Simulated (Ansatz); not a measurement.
# Effect of isotropic strain +1.50 % on Rh

The reference is Rh in the fcc (Cu type) structure (space group Fm-3m, No. 225; a = 3.755 Å; relaxed with 0.1 eV smearing).

Perturbation: an isotropic linear strain of +1.50 %; the atoms relax in the strained cell.

The values are results of LDA, PAW, 420 eV (Ansatz, a program for electronic structure; no spin-orbit coupling), not measurements. k-mesh 30×30×30 (Γ-centred); smearing 0.1 eV (Fermi–Dirac).

The space group remains Fm-3m (No. 225) and the shortest interatomic distance increases by 0.040 Å (2.655 Å → 2.695 Å). The energy rises by 25 meV/atom and the pressure goes from zero to -12.6 GPa. The band gap is still zero.

Cost of the whole job for the changed cell (relaxation, final SCF and bands): around 19 core-seconds (rough).

No phonon test of stability was made. All final runs are without spin polarisation. Rh lies near a magnetic instability that expansion can trigger; it was not tested.
